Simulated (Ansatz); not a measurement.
A calculation on white tin (β-Sn) returned lattice constant a 5.946 Å, lattice parameter c 3.214 Å, equilibrium volume per atom 28.41 Å³/atom, bulk modulus 47.6 GPa.

For reference: lattice constant a 5.831 Å (measured, 293 K, not corrected to a static lattice; as tabulated in Wikipedia's data pages); lattice parameter c 3.181 Å (measured, 293 K, no zero-point or thermal correction; as tabulated in Wikipedia's data pages); bulk modulus 57.0 GPa (measured, temperature not stated, no zero-point or thermal correction; as tabulated in Chen et al. (2023), arXiv:2209.05059).

Task: Which level of theory produced these numbers?
A) PBE (Ansatz (an electronic-structure program))
B) r²SCAN (Ansatz)
C) rVV10 (Ansatz)
D) PBEsol+SOC (Ansatz)

Result: A, PBE (Ansatz)

The others give: PBEsol+SOC 5.838 Å, 3.154 Å, 26.88 Å³/atom, 55.9 GPa; rVV10 6.014 Å, 3.254 Å, 29.43 Å³/atom, 43.9 GPa; r²SCAN 5.885 Å, 3.187 Å, 27.59 Å³/atom, 54.2 GPa.

Unless a cell is named, each level is at its own relaxed cell (PBE 28.41, PBEsol+SOC 26.88, r²SCAN 27.59, rVV10 29.43 Å³/atom).

Ansatz's density-functional and Hartree–Fock values are scalar-relativistic unless marked +SOC, with PAW data made under PBE.
